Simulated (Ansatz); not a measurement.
Short convergence ladders for HgPd (R3, 8 atoms in the cell)

```
HgPd
1.0
    5.30735     0.00000     0.00000
    0.00000     5.30735     0.00000
    0.00000     0.00000     5.30735
Hg Pd
4 4
Cartesian
  4.47707   3.48396   1.82339
  3.48396   1.82339   4.47707
  1.82339   4.47707   3.48396
  0.85915   0.85915   0.85915
  0.80964   1.84404   3.46331
  1.84404   3.46331   0.80964
  3.46331   0.80964   1.84404
  4.49771   4.49771   4.49771
```

Base method: PBEsol, default PAW files made with PBE (plane waves; Ansatz, a program for electronic structure).

Base settings: basis.ecutwfc = 30.9 Ry; kpoints.mp_grid.grid = 5 5 5; hamiltonian.xc = pbesol; hamiltonian.pseudopotentials = {kind: paw} (the program's default PAW files); scf.occupations.method = gaussian; scf.occupations.width = 0.0073 Ry.

The count of work is k-points × plane waves × bands × iterations; it is no time. Core times come from one kind of shared machine, to one figure; runs under 30 s give none.

**Shifted k-point meshes**

In this ladder: kpoints.mp_grid.shift = 0.5 0.5 0.5.

Only quantities that move along the ladder and can be compared are tabulated.

```tsv
kpoints.mp_grid.grid	free energy less the last step's (meV/atom)	pressure (GPa)	largest difference of a force vector from the last step's (eV/Å)	count of work / last	core time / last (rough)
1 1 1	231.34	1.25	0.974	0.0051	–
2 2 2	-100.87	-7.71	0.188	0.0076	–
3 3 3	-3.66	-7.35	0.024	0.023	–
5 5 5	1.71	-7.10	0.021	0.087	–
7 7 7	1.60	-7.11	0.008	0.27	0.3
9 9 9	0.62	-7.11	0.003	0.55	0.6
11 11 11	0.00	-7.10	0.000	1.0	1
```

Coarsest kpoints.mp_grid.grid that holds the pressure within 0.05 GPa of the last step, with all finer ones: 5 5 5, at 0.087 of the last step's count of work; the step before is off by 0.26 GPa.

Coarsest kpoints.mp_grid.grid that holds the free energy within 5 meV/atom of the last step, with all finer ones: 3 3 3, at 0.023 of the last step's count of work; the step before is off by 100 meV/atom.

**The k-point mesh at a smearing width of 0.3 eV**

In this ladder: scf.occupations.width = 0.022 Ry.

Only quantities that move along the ladder and can be compared are tabulated.

```tsv
kpoints.mp_grid.grid	free energy less the last step's (meV/atom)	pressure (GPa)	largest difference of a force vector from the last step's (eV/Å)	count of work / last
2 2 2	17.32	-7.92	0.219	0.023
3 3 3	24.44	-6.99	0.086	0.035
4 4 4	-1.46	-7.10	0.029	0.081
6 6 6	-0.23	-7.05	0.007	0.23
10 10 10	0.00	-7.04	0.000	1.0
```

Coarsest kpoints.mp_grid.grid that holds the free energy within 5 meV/atom of the last step, with all finer ones: 4 4 4, at 0.081 of the last step's count of work; the step before is off by 24 meV/atom.

Coarsest kpoints.mp_grid.grid that holds the forces within 0.02 eV/Å of the last step, with all finer ones: 6 6 6, at 0.23 of the last step's count of work; the step before is off by 0.029 eV/Å.

Coarsest kpoints.mp_grid.grid that holds the pressure within 0.5 GPa of the last step, with all finer ones: 3 3 3, at 0.035 of the last step's count of work; the step before is off by 0.89 GPa.

**The mesh under tetrahedron occupations**

In this ladder: scf.occupations.method = tetrahedron; scf.occupations.width = default.

Only quantities that move along the ladder and can be compared are tabulated.

| kpoints.mp_grid.grid | free energy less the last step's (meV/atom) | pressure (GPa) | largest difference of a force vector from the last step's (eV/Å) | count of work / last | core time / last (rough) |
|---|---|---|---|---|---|
| 3 3 3 | 29.77 | -7.18 | 0.106 | 0.036 | – |
| 4 4 4 | -0.41 | -7.29 | 0.041 | 0.093 | – |
| 5 5 5 | 0.36 | -7.13 | 0.008 | 0.14 | – |
| 6 6 6 | -0.77 | -7.15 | 0.007 | 0.24 | 0.3 |
| 8 8 8 | -1.02 | -7.10 | 0.003 | 0.52 | 0.5 |
| 10 10 10 | 0.00 | -7.09 | 0.000 | 1.0 | 1 |

Coarsest kpoints.mp_grid.grid that holds the free energy within 5 meV/atom of the last step, with all finer ones: 4 4 4, at 0.093 of the last step's count of work; the step before is off by 30 meV/atom.

Coarsest kpoints.mp_grid.grid that holds the forces within 0.02 eV/Å of the last step, with all finer ones: 5 5 5, at 0.14 of the last step's count of work; the step before is off by 0.041 eV/Å.

Coarsest kpoints.mp_grid.grid that holds the pressure within 0.05 GPa of the last step, with all finer ones: 8 8 8; the step before is off by 0.05 GPa.

On the base run: the starting cell comes from a database of computed structures (which also holds hypothetical and non-ambient phases and stackings), without a prior relaxation at this level. Its lattice was rescaled by up to half a per cent. One atom was moved a little off its site on purpose. Spin polarisation is off. In the base run, with a pressure of about -7 GPa the cell is away from its equilibrium volume at this level. Ansatz's pressure includes its estimate of the finite-basis (Pulay) stress.

Left out of this page: 1 run of the series stopped by limits of time or memory.

Keys are those of Ansatz 0.2.
